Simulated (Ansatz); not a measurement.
## TiAl: response to strain

Base system: TiAl (space group P4/mmm, No. 123; relaxed with 0.1 eV smearing).

```yaml
crystal:
  lattice:
    - [2.81271, 0.00000, 0.00000]
    - [0.00000, 2.81271, 0.00000]
    - [0.00000, 0.00000, 4.06160]
  atoms:
    - { symbol: Ti, position: [0.00000, 0.00000, 0.00000] }
    - { symbol: Al, position: [0.50000, 0.50000, 0.50000] }
```

Cartesian axes are those of the cell as printed.

Strains are applied to the cell and any free atomic positions relax; under biaxial strain the out-of-plane vector relaxes too.

Calculations: Ansatz (an electronic-structure program) r2SCAN, scalar-relativistic without spin-orbit coupling.

Notes on the quantities. pressure: mean of the normal stresses, compression positive.

```json
[
 {"change": "base", "out-of-plane strain": "–", "pressure": "0.0 GPa", "shortest interatomic distance": "2.813 Å"},
 {"change": "biaxial strain −3.00 %, plane normal [001], relaxed out of plane", "out-of-plane strain": "+2.81 %", "pressure": "4.3 GPa", "shortest interatomic distance": "2.728 Å"},
 {"change": "biaxial strain −2.50 %, plane normal [001], relaxed out of plane", "out-of-plane strain": "+2.34 %", "pressure": "3.5 GPa", "shortest interatomic distance": "2.742 Å"},
 {"change": "biaxial strain −2.00 %, plane normal [001], relaxed out of plane", "out-of-plane strain": "+1.87 %", "pressure": "2.7 GPa", "shortest interatomic distance": "2.756 Å"},
 {"change": "biaxial strain −1.50 %, plane normal [001], relaxed out of plane", "out-of-plane strain": "+1.40 %", "pressure": "2.0 GPa", "shortest interatomic distance": "2.771 Å"},
 {"change": "biaxial strain −1.00 %, plane normal [001], relaxed out of plane", "out-of-plane strain": "+0.94 %", "pressure": "1.3 GPa", "shortest interatomic distance": "2.785 Å"},
 {"change": "biaxial strain −0.50 %, plane normal [001], relaxed out of plane", "out-of-plane strain": "+0.47 %", "pressure": "0.7 GPa", "shortest interatomic distance": "2.799 Å"}
]
```

Stability against distortions was not tested. All final runs are without spin polarisation.
